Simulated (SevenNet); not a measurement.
**C11b MoSi₂**

Level of theory: the machine-learned potential SevenNet-l3i5 (trained on PBE and PBE+U data).

Cell (relaxed at this level):

```cif
data_MoSi2
_chemical_formula_sum 'Si2 Mo1'
_space_group_name_H-M_alt 'P 1'
_space_group_IT_number 1
_cell_length_a 4.54794
_cell_length_b 4.54794
_cell_length_c 4.54794
_cell_angle_alpha 138.528
_cell_angle_beta 138.528
_cell_angle_gamma 60.095
loop_
_space_group_symop_operation_xyz
  'x, y, z'
loop_
_atom_site_label
_atom_site_type_symbol
_atom_site_fract_x
_atom_site_fract_y
_atom_site_fract_z
_atom_site_occupancy
Si1 Si 0.66487 0.66487 0.00000 1
Si2 Si 0.33513 0.33513 0.00000 1
Mo1 Mo 0.00000 0.00000 0.00000 1
```

```yaml
lattice_constant_a: 3.220 Å
lattice_parameter_c: 7.873 Å
```

Measured, for comparison: lattice constant a 3.205 Å, lattice parameter c 7.845 Å (temperature not stated, no zero-point or thermal correction; as tabulated in Pavlosiuk et al. (2022), arXiv:2202.05362). Computed (rounded) less measured: lattice constant a +0.5 %, lattice parameter c +0.4 %.

A machine-learned potential is trained on density-functional data: it inherits that level's misses and adds fitting errors of its own.
